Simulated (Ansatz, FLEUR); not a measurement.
An Ansatz (a program for electronic structure) input for a self-consistent single point of MgTe (F-43m, 2 atoms in the cell) (DFT, PBE, plane waves, default PAW files):

Ansatz 0.2 input:
```yaml
# MgTe
crystal:
  lattice:
    - [0.000000, 3.145800, 3.145800]
    - [3.145800, 0.000000, 3.145800]
    - [3.145800, 3.145800, 0.000000]
  atoms:
    - { symbol: Mg, position: [0.000000, 0.000000, 0.000000] }
    - { symbol: Te, position: [0.250000, 0.250000, 0.250000] }
kpoints:
  mp_grid: { grid: [7, 7, 7] }
hamiltonian:
  xc: pbe
  pseudopotentials: { kind: paw }
scf:
  occupations: { method: fermi_dirac, width: 0.05 }
output:
  forces: true
  eigenvalues: true
  stress: true
```

Write the same calculation as an input for FLEUR.

This is the input that was run; spellings and numerical settings could be chosen otherwise.

Input of the input generator:

```
MgTe
&input film=f /
0.0000000000 5.9447004428 5.9447004428
5.9447004428 0.0000000000 5.9447004428
5.9447004428 5.9447004428 0.0000000000
1.0
1.0 1.0 1.0

2
12 0.0000000000 0.0000000000 0.0000000000
52 0.2500000000 0.2500000000 0.2500000000

&comp jspins=1 /
&kpt div1=7 div2=7 div3=7 /
&end /
```

```xml
<?xml version="1.0" encoding="UTF-8" standalone="no"?>
<fleurInput fleurInputVersion="0.39">
   <comment>
      MgTe                                                                                                
   </comment>
   <calculationSetup>
      <cutoffs Kmax="4.0" Gmax="20.0" GmaxXC="20.0" numbands="0"/>
      <scfLoop itmax="60" minDistance="0.00001" maxIterBroyd="99" imix="Anderson" alpha="0.05" precondParam="0.0" spinf="2.0"/>
      <coreElectrons ctail="T" frcor="F" kcrel="0" coretail_lmax="0"/>
      <xcFunctional name="pbe" relativisticCorrections="F"/>
      <magnetism jspins="1"/>
      <soc l_soc="F" theta="0.0" phi="0.0" spav="F"/>
      <expertModes spex="0" secvar="F"/>
      <geometryOptimization l_f="T" forcealpha="1.0" forcemix="BFGS" epsdisp="0.00001" epsforce="0.00001"/>
      <ldaU l_linMix="F" mixParam="0.05" spinf="1.0"/>
   </calculationSetup>
   <cell>
      <bzIntegration valenceElectrons="32.0" mode="hist" fermiSmearingEnergy="0.00183747">
         <kPointListSelection listName="default-1"/>
         <!-- k-points included here -->
         <xi:include xmlns:xi="http://www.w3.org/2001/XInclude" href="kpts.xml"> </xi:include>
      </bzIntegration>
      <!-- symmetry operations included here -->
      <xi:include xmlns:xi="http://www.w3.org/2001/XInclude" href="sym.xml"> </xi:include>
      <bulkLattice scale="1.0">
         <bravaisMatrix>
            <row-1>    0.0000000000000000     5.9447004428000003     5.9447004428000003</row-1>
            <row-2>    5.9447004428000003     0.0000000000000000     5.9447004428000003</row-2>
            <row-3>    5.9447004428000003     5.9447004428000003     0.0000000000000000</row-3>
         </bravaisMatrix>
      </bulkLattice>
   </cell>
   <atomSpecies>
      <species name="Magnesium (Mg)" element="Mg" atomicNumber="12">
         <mtSphere radius="2.21" gridPoints="731" logIncrement="0.016"/>
         <atomicCutoffs lmax="6" lnonsphr="4"/>
         <electronConfig flipSpins="F">
            <coreConfig>(1s1/2)</coreConfig>
            <valenceConfig>(2s1/2) (2p1/2) (2p3/2) (3s1/2)</valenceConfig>
         </electronConfig>
         <energyParameters s="3" p="2" d="3" f="4"/>
         <lo type="SCLO" l="0" n="2" eDeriv="0"/>
         <lo type="HELO" l="1" n="3" eDeriv="0"/>
         <lo type="HELO" l="1" n="3" eDeriv="1"/>
         <lo type="SCLO" l="2" n="3" eDeriv="2"/>
         <lo type="SCLO" l="3" n="4" eDeriv="2"/>
      </species>
      <species name="Tellurium (Te)" element="Te" atomicNumber="52">
         <mtSphere radius="2.65" gridPoints="877" logIncrement="0.015"/>
         <atomicCutoffs lmax="7" lnonsphr="5"/>
         <electronConfig flipSpins="F">
            <coreConfig>(1s1/2) (2s1/2) (2p1/2) (2p3/2) (3s1/2) (3p1/2) (3p3/2) (4s1/2) (3d3/2) (3d5/2)</coreConfig>
            <valenceConfig>(4p1/2) (4p3/2) (5s1/2) (4d3/2) (4d5/2) (5p1/2) (5p3/2)</valenceConfig>
            <stateOccupation state="(5p1/2)" spinUp="0.6666666666667" spinDown="0.6666666666667"/>
            <stateOccupation state="(5p3/2)" spinUp="1.3333333333333" spinDown="1.3333333333333"/>
         </electronConfig>
         <energyParameters s="5" p="5" d="5" f="4"/>
         <lo type="SCLO" l="1" n="4" eDeriv="0"/>
         <lo type="SCLO" l="1" n="4" eDeriv="1"/>
         <lo type="SCLO" l="2" n="4" eDeriv="0"/>
         <lo type="SCLO" l="2" n="4" eDeriv="1"/>
         <lo type="SCLO" l="0" n="5" eDeriv="2"/>
         <lo type="SCLO" l="3" n="4" eDeriv="2"/>
      </species>
   </atomSpecies>
   <atomGroups>
      <atomGroup species="Magnesium (Mg)">
         <relPos label="                   1">.0000000000 .0000000000 .0000000000</relPos>
         <force calculate="T" relaxXYZ="TTT"/>
      </atomGroup>
      <atomGroup species="Tellurium (Te)">
         <relPos label="                   2">1.000/4.000 1.000/4.000 1.000/4.000</relPos>
         <force calculate="T" relaxXYZ="TTT"/>
      </atomGroup>
   </atomGroups>
   <output dos="F" band="F" slice="F">
      <checks vchk="F" cdinf="F"/>
      <bandDOS minEnergy="-.5*Htr" maxEnergy="0.5*Htr" sigma="0.015" storeEVData="T"/>
      <vacuumDOS vacdos="F" integ="F" star="F" nstars="0" locx1="0.0" locy1="0.0" locx2="0.0" locy2="0.0" nstm="0" tworkf="0.0"/>
      <unfoldingBand unfoldBand="F" supercellX="1" supercellY="1" supercellZ="1"/>
      <plotting iplot="0" polar="F">
         <plot TwoD="T" vec1="  1.0  0.0  0.0" vec2="  0.0  1.0  0.0" vec3="  0.0  0.0  1.0" zero="  0.0  0.0  0.0" file="plot"/>
      </plotting>
      <chargeDensitySlicing numkpt="0" minEigenval="0.0" maxEigenval="0.0" nnne="0" pallst="F"/>
      <specialOutput eonly="F"/>
      <magneticCircularDichroism mcd="F" energyLo="-10.0" energyUp="0.0"/>
   </output>
  <!-- We include the file relax.xml here to enable relaxations (see documentation) -->
  <xi:include xmlns:xi="http://www.w3.org/2001/XInclude" href="relax.xml"> <xi:fallback/> </xi:include>
</fleurInput>
```

Basis, cutoffs, solver keys and any potentials are the target program's own. This input uses DFT, PBE, all-electron FLAPW (FLEUR), scalar-relativistic valence. Both were run: gap on the mesh 2.793 eV in Ansatz and 2.787 in FLEUR.

On Ansatz: the starting cell has typed, rounded lattice constants, without a prior relaxation at this level. For this run, on top of that: lattice scaled by 0.98. Spin-orbit coupling is off. With a pressure of about 4 GPa the cell is away from its equilibrium volume at this level.

On FLEUR: the starting cell has typed, rounded lattice constants, without a prior relaxation at this level. For this run, on top of that: lattice scaled by 0.98. Spin-orbit coupling is off. Values depend on the basis (sphere radii, cutoffs, local orbitals), which need not be converged.
